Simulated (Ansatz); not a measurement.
## Worked example: self-consistent single point of TiSi (Pnma, 8 atoms in the cell) in Ansatz

Level of theory: LDA (PW92), default PAW files made with PBE (plane waves; Ansatz, an electronic-structure program).

This input was run:

Ansatz 0.2 input:
```yaml
crystal:
  lattice:
    - [6.544791, 0.000000, 0.000000]
    - [0.000000, 3.649899, 0.000000]
    - [0.000000, 0.000000, 5.018447]
  atoms:
    - { symbol: Ti, position: [0.675680, 0.250000, 0.371780] }
    - { symbol: Ti, position: [0.324320, 0.750000, 0.628220] }
    - { symbol: Ti, position: [0.824320, 0.750000, 0.871780] }
    - { symbol: Ti, position: [0.175680, 0.250000, 0.128220] }
    - { symbol: Si, position: [0.543930, 0.250000, 0.855400] }
    - { symbol: Si, position: [0.456070, 0.750000, 0.144600] }
    - { symbol: Si, position: [0.956070, 0.750000, 0.355400] }
    - { symbol: Si, position: [0.043930, 0.250000, 0.644600] }
basis:
  ecutwfc: 30.9 Ry
kpoints:
  mp_grid:
    grid: [3, 7, 5]
hamiltonian:
  xc: lda
  pseudopotentials:
    kind: paw
scf:
  occupations:
    method: fermi_dirac
    width: 0.0073 Ry
output:
  forces: true
  eigenvalues: true
  stress: true
```

Output (repeated stretches shortened):

```
WARN ansatz: RAYON_NUM_THREADS=1 ignored (pool sized by the plan → 1); use --threads N
Pseudopotentials: kind: paw
Pseudopotential: Ti, paw, valence charge 12
Pseudopotential: Si, paw, valence charge 4
Crystal: 8 atoms, lattice volume = 119.880 Å³
Basis set: ecut = 420.4159175005146 eV, 2337 PW (Γ)
Bands: 40, of which v1, the nominal top of the filled ones, is band 32 counted from 1 (31 counted from 0)
Symmetry: 8 space group operations
Space group: Pnma (ITA 62), of the structure as read, at distance tolerance 4.9e-5 Å
k-points: 24 of 105
PAW frozen core: Ti, regenerated for the run's functional, and the local potential with it
PAW frozen core: Si, regenerated for the run's functional, and the local potential with it
Initial density: superposition of atomic densities (neutral atoms: chi_scale 0, normalization atom), corrected by the library's trained network
Initial wavefunctions: pseudopotential atomic-orbital guess
Eigensolver: davidson
Functional: x = slater, c = lda
SCF iter   1: F=—  HF=-12242.579430 eV  |F-HF|=—  |Δ(HF+E_count)|=         —  Δρ=6.10e-3  dr2=4.73e-2  ethr=1.77e-3  ⟨swp⟩=6.0  Hψ=4057  notcnv=0
all-band conjugate gradients solve this SCF's bands
preconditioner: auto → Kerker (q_TF=auto, 2.457 Å⁻¹)
SCF iter   2: F=—  HF=-12242.570809 eV  |F-HF|=—  |Δ(HF+E_count)|=   8.62e-3  Δρ=3.52e-3  dr2=1.18e-2  ethr=7.40e-5  ⟨swp⟩=2.0  Hψ=1275  notcnv=0
SCF iter   3: F=—  HF=-12242.568516 eV  |F-HF|=—  |Δ(HF+E_count)|=   2.29e-3  Δρ=9.99e-4  dr2=1.73e-3  ethr=1.84e-5  ⟨swp⟩=2.5  Hψ=1824  notcnv=0
SCF iter   4: F=—  HF=-12242.568132 eV  |F-HF|=—  |Δ(HF+E_count)|=   3.83e-4  Δρ=1.93e-4  dr2=3.48e-5  ethr=2.71e-6  ⟨swp⟩=2.0  Hψ=1298  notcnv=0
SCF iter   5: F=—  HF=-12242.568123 eV  |F-HF|=—  |Δ(HF+E_count)|=   9.63e-6  Δρ=4.02e-5  dr2=1.77e-6  ethr=5.44e-8  ⟨swp⟩=2.0  Hψ=1394  notcnv=0
SCF iter   6: F=-12242.568123 eV  HF=-12242.568123 eV  |F-HF|=3.94e-8  |Δ(HF+E_count)|=   2.99e-7  Δρ=8.74e-6  dr2=9.40e-8  ethr=1.56e-10  ⟨swp⟩=4.7  Hψ=4122  notcnv=0
SCF 1 converged in 6 iterations: F = -12242.568123 eV  dr2 = 9.40e-8
SCF converged after 6 iterations
Free energy (F): -12242.568123 eV
Harris-Foulkes:  -12242.568123 eV  (|F-HF|=3.94e-8)
Internal energy: -12242.473331 eV  (E = F + TS)
E sigma→0 (E₀):  -12242.520727 eV
Entropy (-TS):   -0.094792 eV (-11.849 meV/atom)
Fermi energy:    12.495727 eV
--- Per-component energies (eV) ---
  E_band       = -564.163720
  E_kinetic    = 1263.523023
  E_local      = -3764.279697  (includes V_loc(G=0)·N_el)
  E_nonlocal   = 155.739472
  E_hartree    = 1582.659015
  E_xc         = -613.934311
  E_vxc        = -685.572819  (∫ρ·V_xc dr)
  E_paw        = -5941.225408  (= ΣΔE_a)
  E_vpaw       = -698.888449  (= ΣTr[D̂ρ^β])
  E_aug_tail   = 0.000420  (compensation charges beyond the density's cutoff)
  E_ewald      = -4926.596969
  E_core_change = 1.641124  (= ΣΔE_core)
  E_smearing   = -0.094792  (= −TS)
  E_closure    = 0.000000  (closes the sum)
  Σ components = -12242.568123   (vs F -12242.568123, Δ=0.00e0)
--- Forces (eV/Å), atoms counted from 1 ---
  atom   1  Ti     0.03847048     0.00000000     0.00513834
  atom   2  Ti    -0.03847048     0.00000000    -0.00513834
  atom   3  Ti    -0.03847048     0.00000000     0.00513834
  atom   4  Ti     0.03847048     0.00000000    -0.00513834
  atom   5  Si     0.06271899     0.00000000    -0.12377092
  atom   6  Si    -0.06271899    -0.00000000     0.12377092
  atom   7  Si    -0.06271899    -0.00000000    -0.12377092
  atom   8  Si     0.06271899     0.00000000     0.12377092
  max |Σ_I F_I| component: 1.39e-17 eV/Å
--- Stress (GPa, compression-positive) ---
       -8.209687       0.000000       0.000000
        0.000000      -8.482944       0.000000
        0.000000       0.000000      -8.109022
  P = ⅓ Tr σ = -8.2672 GPa (-82.672 kbar)
  The stress holds the Pulay correction. Without it, at fixed plane waves, as pw.x and ABINIT print it: P = -8.3208 GPa
--- Band table (eV; the first three rows and the last of 24) ---
  k-point 0: bands = ["-43.7266", "-43.7082", "-43.6986", "-43.6899", "-20.4053", "-20.4020", "-20.3679", "-20.3441", "-20.3389", "-20.3166", "-20.2983", "-20.2701", "-20.2388", "-20.2358", "-20.2244", "-20.1914", "0.7476", "2.3143", "5.9279", [...]
  k-point 1: bands = ["-43.7240", "-43.7063", "-43.7015", "-43.6915", "-20.4174", "-20.3832", "-20.3604", "-20.3460", "-20.3371", "-20.3091", "-20.2926", "-20.2773", "-20.2452", "-20.2444", "-20.2238", "-20.1994", "0.9319", "2.2469", "5.7632", [...]
  k-point 2: bands = ["-43.7172", "-43.7086", "-43.7016", "-43.6959", "-20.4138", "-20.3917", "-20.3521", "-20.3200", "-20.3187", "-20.3055", "-20.2958", "-20.2777", "-20.2694", "-20.2593", "-20.2217", "-20.2141", "1.4104", "1.9451", "5.6497", [...]
  k-point 23: bands = ["-43.7061", "-43.7045", "-43.7019", "-43.7010", "-20.4106", "-20.4041", "-20.3945", "-20.3889", "-20.3373", "-20.3310", "-20.2948", "-20.2893", "-20.2415", "-20.2394", "-20.2232", "-20.2185", "3.3376", "3.5255", "4.5454", [...]
```

The run converged in 6 iterations.

The starting cell comes from a database of computed structures (which also holds hypothetical and non-ambient phases and stackings), without a prior relaxation at this level. Its lattice was rescaled by up to half a per cent. Spin polarisation is off. With a pressure of about -8 GPa the cell is away from its equilibrium volume at this level. Ansatz's pressure includes its estimate of the finite-basis (Pulay) stress.
